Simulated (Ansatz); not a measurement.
## MgO, response to strain

Take MgO (space group P6_3/mmc, No. 194; a = 3.494 Å, c = 4.194 Å; a cell from a computed database, its experimental status unchecked) as the base. Axes: x lies along a and z along c of the hexagonal cell.

Strains are applied to the cell and any free atomic positions relax; under biaxial strain the out-of-plane vector relaxes too; under stress the whole cell relaxes.

Levels (all Ansatz, a quantum-chemistry and plane-wave program, PAW): PBEsol (420 eV, no spin-orbit coupling); r2SCAN (500 eV, spin-orbit coupling left out); HSE06 (420 eV, no spin-orbit coupling).

Band gaps by level, all at the geometries relaxed with PBEsol:

```tsv
case	PBEsol	r2SCAN	HSE06
base	3.27 eV	4.05 eV	5.00 eV
biaxial strain +3.34 %, plane normal [001], relaxed out of plane	3.12 eV	3.87 eV	4.83 eV
uniaxial strain ε_xx = −1.70 %	3.35 eV	4.14 eV	5.09 eV
uniaxial strain ε_zz = −1.03 %	3.34 eV	4.12 eV	5.08 eV
strain tensor (xx, yy, zz, yz, xz, xy) = (+0.06, −0.73, +1.16, +0.77, +0.07, +0.14) %	3.23 eV	4.01 eV	4.95 eV
uniaxial stress, 1 GPa compression along x	3.28 eV	4.06 eV	5.01 eV
strain tensor (xx, yy, zz, yz, xz, xy) = (+0.21, +1.36, −0.45, −0.82, +0.04, −1.11) %	3.23 eV	4.00 eV	4.95 eV
```

Single points use the geometry relaxed with PBEsol. Beyond what the load breaks, stability against distortions was not tested. This is not the structure that MgO has at room temperature and ambient pressure.
